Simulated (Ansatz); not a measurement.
Results of LDA (Ansatz, a program for electronic structure, PAW) for NiAs-type NiSb.

Settings: plane-wave cutoff 520 eV, 12×12×8 k mesh (along the axes of the cell as run), Fermi–Dirac smearing 0.1 eV, perturbation theory, no spin polarisation, scalar-relativistic PAW data made under PBE.

Computed at the level's own relaxed cell.

```xyz
4
Lattice="3.8794 0.0000 0.0000 -1.9397 3.3596 0.0000 0.0000 0.0000 5.0274" Properties=species:S:1:pos:R:3 pbc="T T T"
Ni     0.0000     0.0000     0.0000
Ni     0.0000     0.0000     2.5137
Sb     1.9397     1.1199     3.7705
Sb     0.0000     2.2398     1.2568
```

Harmonic phonon frequencies (cm⁻¹; i marks an imaginary mode):

```json
[
 {"q point": "Γ", "frequencies": "0 0 0 139 139 141 141 154 169 221 221 272"},
 {"q point": "M", "frequencies": "78 99 118 135 139 151 152 175 198 199 216 281"},
 {"q point": "K", "frequencies": "84 84 119 127 127 147 175 188 188 210 210 282"},
 {"q point": "A", "frequencies": "82 82 82 82 131 131 192 192 192 192 212 212"}
]
```

No imaginary mode appears at these points.
